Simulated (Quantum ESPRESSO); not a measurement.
Worked example: self-consistent single point of YMg₂ (P6_3/mmc, 6 atoms in the cell) in Quantum ESPRESSO.

Method: LDA (PZ), GBRV 1.5 ultrasoft (LDA) pseudopotentials (plane waves; Quantum ESPRESSO).

The change in words: lattice scaled by 0.98. Reference geometry:
```
CELL_PARAMETERS angstrom
      3.33219     0.00000     0.00000
     -1.66610     2.88576     0.00000
      0.00000     0.00000    16.70916
ATOMIC_POSITIONS crystal
  Y  0.33333 0.66667 0.25000
  Y  0.66667 0.33333 0.75000
  Mg 0.66667 0.33333 0.42109
  Mg 0.33333 0.66667 0.57891
  Mg 0.33333 0.66667 0.92109
  Mg 0.66667 0.33333 0.07891
```

Reference input (self-consistent single point, DFT, LDA (PZ), plane waves, GBRV 1.5 ultrasoft (LDA) pseudopotentials): ecutwfc = 40 Ry; ecutrho = 320 Ry; occupations = smearing; smearing = fermi-dirac; degauss = 0.0073499 Ry; potentials = {Y: y_lda_v1.4.uspp.F.UPF, Mg: mg_lda_v1.4.uspp.F.UPF}; K_POINTS = automatic 8 8 2 0 0 0; conv_thr = 1e-10 Ry; mixing_beta = 0.4. This run's input differs from it in these lines:

```diff
@@ -35,5 +35,5 @@
 CELL_PARAMETERS {angstrom}
-   3.3321898902     0.0000000000     0.0000000000
-  -1.6660949451     2.8857610951     0.0000000000
-   0.0000000000     0.0000000000    16.7091600000
+   3.2655461194     0.0000000000     0.0000000000
+  -1.6327730597     2.8280458966     0.0000000000
+   0.0000000000     0.0000000000    16.3749770000
```

The program printed (abridged):

```
     Self-consistent Calculation

     iteration #  1     ecut=    40.00 Ry     beta= 0.40

     Threshold (ethr) on eigenvalues was too large:
     Diagonalizing with lowered threshold

     total energy              =    -685.83089649 Ry
     estimated scf accuracy    <       0.44512874 Ry

     iteration #  2     ecut=    40.00 Ry     beta= 0.40

     total energy              =    -685.76682603 Ry
     estimated scf accuracy    <       0.89492427 Ry

     iteration #  3     ecut=    40.00 Ry     beta= 0.40

     total energy              =    -685.86851804 Ry
     estimated scf accuracy    <       0.14562213 Ry

   [... 9 blocks of this kind left out ...]

     iteration # 13     ecut=    40.00 Ry     beta= 0.40

     total energy              =    -685.87946441 Ry
     estimated scf accuracy    <          1.4E-10 Ry

     iteration # 14     ecut=    40.00 Ry     beta= 0.40
     End of self-consistent calculation

     the Fermi energy is     7.1524 ev

!    total energy              =    -685.87946441 Ry
     estimated scf accuracy    <          5.6E-12 Ry
     smearing contrib. (-TS)   =      -0.01523482 Ry
     internal energy E=F+TS    =    -685.86422960 Ry

     convergence has been achieved in  14 iterations

     Forces acting on atoms (cartesian axes, Ry/au):

     atom    1 type  1   force =    -0.00000000   -0.00000000   -0.00000000
     atom    2 type  1   force =     0.00000000    0.00000000    0.00000000
     atom    3 type  2   force =    -0.00000000   -0.00000000    0.00096482
     atom    4 type  2   force =     0.00000000    0.00000000   -0.00096482
     atom    5 type  2   force =     0.00000000    0.00000000    0.00096482
     atom    6 type  2   force =     0.00000000   -0.00000000   -0.00096482

     Total force =     0.001930     Total SCF correction =     0.000007

          total   stress  (Ry/bohr**3)                   (kbar)     P=       -7.65
  -0.00001933  -0.00000000   0.00000000           -2.84       -0.00        0.00
  -0.00000000  -0.00001933   0.00000000           -0.00       -2.84        0.00
   0.00000000   0.00000000  -0.00011739            0.00        0.00      -17.27

   JOB DONE.
```

The run converged in 14 iterations. Against the reference run the free energy goes down by 16.8 meV/atom, the pressure goes from -2.68 to -0.77 GPa and the largest force goes from 0.021 to 0.025 eV/Å.

The starting cell comes from a database of computed structures (which also holds hypothetical and non-ambient phases and stackings), without a prior relaxation at this level. For this run, on top of that: lattice scaled by 0.98.

Cost on one core of a shared machine: roughly 80 s.
